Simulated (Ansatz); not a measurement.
**MnP-type NiSi (1 1 0) on 3C silicon carbide (1 1 1) (film strained to the substrate, faces as cut)**

A periodic stack without vacuum, MnP-type NiSi (1 1 0) on 3C silicon carbide (1 1 1) (film strained to the substrate, faces as cut): substrate slab C24Si24, film Ni16Si14, surface cells [[-2, 1], [0, -2]] and [[1, 0], [0, 1]], film strained by -4.5 and +0.4 %, faces Si/C and Ni/Ni as cut (like faces can put a slab off its formula).

The start was prepared with a machine-learned potential, and the result is one local minimum, with the in-plane cell held and forces under 0.04 eV/Å; the film can end far from its bulk form.

The numbers are results of PBE (plane waves to 420 eV, PAW; Ansatz, a first-principles code), not measurements. Spin–orbit coupling is left out; the runs are not spin-polarised; PBE gaps are too small against experiment. Its k-point mesh 5×4×1, Fermi–Dirac width 0.05 eV.

* **interface area**: 33.2 Å²
* **period**: 26.42 Å
* **gaps between the outermost planes at the two interfaces**: 1.53 and 1.53 Å
* **Ni–Si contacts across the interfaces within 1.22 times the sum of covalent radii**: 7, mean 2.44 Å
* **C–Ni contacts across the interfaces within 1.22 times the sum of covalent radii**: 5, mean 2.24 Å
* **C–Si contacts across the interfaces within 1.22 times the sum of covalent radii**: 2, mean 2.00 Å
* **Si–Si contacts across the interfaces within 1.22 times the sum of covalent radii**: 2, mean 2.61 Å
* **estimate of the barrier**: withheld, since the two interfaces are unlike
* **slope of the mean potential energy in the substrate**: +4.2 MV/cm × e

```
CELL_PARAMETERS angstrom
      5.36435    -0.00068    -0.02828
     -0.00007     6.19283    -0.13728
     -1.69975    -2.28270    26.48391
ATOMIC_POSITIONS crystal
  C  0.46142 0.21159 0.05885
  C  0.45085 0.70786 0.05583
  C  0.96171 0.95666 0.05018
  C  0.95375 0.45703 0.05237
  C  0.82118 0.75341 0.14903
  C  0.82527 0.25259 0.14998
  C  0.31908 0.50406 0.15099
  C  0.31923 0.00307 0.15063
  C  0.18793 0.29801 0.24644
  C  0.18663 0.79778 0.24623
  C  0.68694 0.04773 0.24548
  C  0.68790 0.54777 0.24554
  C  0.55403 0.84255 0.34158
  C  0.55376 0.34260 0.34161
  C  0.05379 0.59235 0.34204
  C  0.05239 0.09161 0.34138
  C  0.92045 0.38457 0.43697
  C  0.92109 0.88706 0.43815
  C  0.41549 0.13665 0.43646
  C  0.42151 0.63891 0.43761
  C  0.28634 0.93435 0.53543
  C  0.28610 0.44067 0.53230
  C  0.79103 0.67808 0.53251
  C  0.77604 0.17843 0.53163
  Si 0.60997 0.44902 0.03129
  Si 0.60706 0.94945 0.03592
  Si 0.12863 0.20317 0.02848
  Si 0.11758 0.68468 0.02410
  Si 0.98132 0.99103 0.12481
  Si 0.97954 0.49176 0.12521
  Si 0.47638 0.74178 0.12713
  Si 0.48188 0.24434 0.12901
  Si 0.34475 0.53726 0.22265
  Si 0.34416 0.03659 0.22254
  Si 0.84832 0.28650 0.22210
  Si 0.84631 0.78702 0.22166
  Si 0.71174 0.08121 0.31764
  Si 0.71284 0.58154 0.31786
  Si 0.21167 0.83104 0.31813
  Si 0.21188 0.33135 0.31825
  Si 0.07868 0.62660 0.41428
  Si 0.07585 0.12387 0.41320
  Si 0.57810 0.37669 0.41366
  Si 0.58005 0.87650 0.41377
  Si 0.44013 0.17456 0.50807
  Si 0.45163 0.67665 0.50996
  Si 0.94129 0.92246 0.51165
  Si 0.93567 0.41484 0.50888
  Ni 0.01269 0.58338 0.59323
  Ni 0.20695 0.24870 0.64689
  Ni 0.57853 0.12691 0.59377
  Ni 0.68031 0.76583 0.63929
  Si 0.42653 0.47654 0.60314
  Si 0.81123 0.14890 0.66269
  Si 0.98748 0.55100 0.67682
  Si 0.28120 0.88831 0.60960
  Ni 0.09347 0.92364 0.69403
  Ni 0.23825 0.61336 0.75110
  Ni 0.59070 0.44826 0.69523
  Ni 0.73785 0.12694 0.74908
  Si 0.50753 0.82574 0.71468
  Si 0.83459 0.50892 0.76947
  Si 0.02947 0.91260 0.78459
  Si 0.32168 0.22924 0.73111
  Ni 0.12537 0.29342 0.80556
  Ni 0.27599 0.97052 0.85997
  Ni 0.62681 0.80607 0.80449
  Ni 0.77223 0.49190 0.85795
  Si 0.53924 0.18912 0.82325
  Si 0.87684 0.86847 0.87985
  Si 0.05947 0.27477 0.89321
  Si 0.35360 0.59345 0.84223
  Ni 0.16989 0.65920 0.92051
  Ni 0.32420 0.32161 0.96018
  Ni 0.66707 0.17409 0.90776
  Ni 0.82630 0.86363 0.96635
  Si 0.60026 0.55441 0.93623
  Si 0.40444 0.96133 0.94761
```
